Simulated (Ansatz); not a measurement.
The parent structure is Ti in the hcp (Mg type) structure (space group P6_3/mmc, No. 194; a = 2.936 Å, c = 4.640 Å; relaxed with 0.1 eV smearing). Axes: x lies along a and z along c of the hexagonal cell.

Computed with r2SCAN in Ansatz (plane waves to 500 eV, PAW, scalar-relativistic without spin-orbit coupling).

Now apply this change: tensor shear ε_xz = +2.00 % (engineering shear γ = 0.0400), atoms relaxed at fixed cell.

Question: Predict the stress tensor and what it implies for the stiffness.

Answer: Stress of the strained cell less that of the base (GPa, compression positive):
```
    0.1     0.0    -1.9
    0.0    -0.1     0.0
   -1.9     0.0     0.1
```

Then −Δσ/γ with γ = 2ε = 0.0400 gives secant stiffness values (nonlinear terms included at this strain): C55 ≈ 47 GPa.

As a check, the harmonic strain energy −½ V₀ Δσ:ε is 4.1 meV/atom; the computed energy rise is 4.1 meV/atom.

Whether these cells are dynamically stable was not tested. The final runs are not spin-polarised.

Ansatz is an electronic-structure program.
